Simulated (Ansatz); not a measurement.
Results of PBEsol (Ansatz, a quantum-chemistry and plane-wave program, PAW) for BAs (model structure, started from the CdTe type, P6₄22, No. 181, 6 atoms in the cell).

Output (set-up and result lines):

```
WARN the atoms were moved onto the symmetric positions of the space group found under crystal.symmetry.tolerance 1.0e-5 (fractional …
Crystal: 6 atoms, lattice volume = 75.384 Å³
Basis set: ecut = 520 eV, 2019 PW (Γ), exchange–correlation on 54×54×120 points (8 copies of the dense FFT grid, shifted against one another)
Bands: 33, of which v1, the nominal top of the filled ones, is band 27 counted from 1 (26 counted from 0)
Symmetry: 12 space group operations
Space group: P6422 (ITA 181), of the structure as read, at distance tolerance 4.2e-5 Å
k-points: 185 of 2592 (time reversal used)
Functional: x = pbesol(κ = 0.804, μ = 0.12345679012345678), c = pbesol(β = 0.046)
SCF iter   1: F=—  HF=-14894.842917 eV  |F-HF|=—  |Δ(HF+E_count)|=         —  Δρ=6.56e-3  dr2=4.24e-2
SCF iter   2: F=—  HF=-14894.830686 eV  |F-HF|=—  |Δ(HF+E_count)|=   1.22e-2  Δρ=2.43e-3  dr2=5.10e-3
  ...
SCF iter   6: F=—  HF=-14894.829077 eV  |F-HF|=—  |Δ(HF+E_count)|=   1.09e-9  Δρ=8.19e-6  dr2=4.40e-8
SCF iter   7: F=-14894.829077 eV  HF=-14894.829077 eV  |F-HF|=1.44e-10  |Δ(HF+E_count)|=   4.57e-9  Δρ=9.58e-7  dr2=5.68e-10
SCF 1 converged in 7 iterations: F = -14894.829077 eV  dr2 = 5.68e-10
SCF converged after 7 iterations
Free energy (F): -14894.829077 eV
Internal energy: -14894.829033 eV  (E = F + TS)
E sigma→0 (E₀):  -14894.829055 eV
Fermi energy:    12.954751 eV
--- Stress (GPa, compression-positive) ---
        0.000665      -0.000000      -0.000000
       -0.000000       0.000665       0.000000
        0.000000       0.000000      -0.001017
  P = ⅓ Tr σ = 0.0001 GPa (0.001 kbar)
```

Write an input file that could have produced this run (the log leaves some choices open).

This is not unique; one that fits is 
Ansatz 0.2 input:
```yaml
crystal:
  lattice:
    - [3.428983448, 0.0000002662, 0.0]
    - [-1.7144919545, 2.9695866421, 0.0]
    - [0.0, 0.0, 7.4031529807]
  atoms:
    - { symbol: B, position: [0.0, 0.4999976765, 0.6666666667] }
    - { symbol: B, position: [0.5000023235, 0.5000023235, 0.0] }
    - { symbol: B, position: [0.4999976765, 0.0, 0.3333333333] }
    - { symbol: As, position: [0.0, 0.4999982065, 0.1666666667] }
    - { symbol: As, position: [0.5000017935, 0.5000017935, 0.5] }
    - { symbol: As, position: [0.4999982065, 0.0, 0.8333333333] }
basis:
  ecutwfc: 520
  ecutrho_ratio: 4
  xc_grid: 2
kpoints:
  mp_grid: { grid: [18, 18, 8] }
  band_path:
    path:
      - [0.0, 0.0, 0.0]
      - [0.05, 0.0, 0.0]
      - [0.1, 0.0, 0.0]
      - [0.15, 0.0, 0.0]
      - [0.2, 0.0, 0.0]
      - [0.25, 0.0, 0.0]
      - [0.3, 0.0, 0.0]
      - [0.35, 0.0, 0.0]
      - [0.4, 0.0, 0.0]
      - [0.45, 0.0, 0.0]
      - [0.5, 0.0, 0.0]
      - [0.466667, 0.066667, 0.0]
      - [0.433333, 0.133333, 0.0]
      - [0.4, 0.2, 0.0]
      - [0.366667, 0.266667, 0.0]
      - [0.333333, 0.333333, 0.0]
      - [0.305556, 0.305556, 0.0]
      - [0.277778, 0.277778, 0.0]
      - [0.25, 0.25, 0.0]
      - [0.222222, 0.222222, 0.0]
      - [0.194444, 0.194444, 0.0]
      - [0.166667, 0.166667, 0.0]
      - [0.138889, 0.138889, 0.0]
      - [0.111111, 0.111111, 0.0]
      - [0.083333, 0.083333, 0.0]
      - [0.055556, 0.055556, 0.0]
      - [0.027778, 0.027778, 0.0]
      - [0.0, 0.0, 0.166667]
      - [0.0, 0.0, 0.333333]
      - [0.0, 0.0, 0.5]
      - [0.05, 0.0, 0.5]
      - [0.1, 0.0, 0.5]
      - [0.15, 0.0, 0.5]
      - [0.2, 0.0, 0.5]
      - [0.25, 0.0, 0.5]
      - [0.3, 0.0, 0.5]
      - [0.35, 0.0, 0.5]
      - [0.4, 0.0, 0.5]
      - [0.45, 0.0, 0.5]
      - [0.5, 0.0, 0.5]
      - [0.466667, 0.066667, 0.5]
      - [0.433333, 0.133333, 0.5]
      - [0.4, 0.2, 0.5]
      - [0.366667, 0.266667, 0.5]
      - [0.333333, 0.333333, 0.5]
      - [0.305556, 0.305556, 0.5]
      - [0.277778, 0.277778, 0.5]
      - [0.25, 0.25, 0.5]
      - [0.222222, 0.222222, 0.5]
      - [0.194444, 0.194444, 0.5]
      - [0.166667, 0.166667, 0.5]
      - [0.138889, 0.138889, 0.5]
      - [0.111111, 0.111111, 0.5]
      - [0.083333, 0.083333, 0.5]
      - [0.055556, 0.055556, 0.5]
      - [0.027778, 0.027778, 0.5]
      - [0.5, 0.0, 0.333333]
      - [0.5, 0.0, 0.166667]
      - [0.333333, 0.333333, 0.333333]
      - [0.333333, 0.333333, 0.166667]
    npoints: 1
hamiltonian:
  xc: pbesol
  dispersion: none
  pseudopotentials: { kind: paw }
scf:
  occupations: { method: fermi_dirac, width: 0.05 }
  convergence: { dr2_threshold: 0.0000000006 }
output:
  forces: true
  stress: true
  eigenvalues: true
  write_bands: true
```

The PAW data were made under PBE.

Note: the relaxation could raise the start's symmetry but not lower it, so the cell can be a saddle point.

A model structure was made by putting elements into a prototype or built by hand; it is no filed structure, need not be a known phase, and can be a saddle point held by its symmetry.
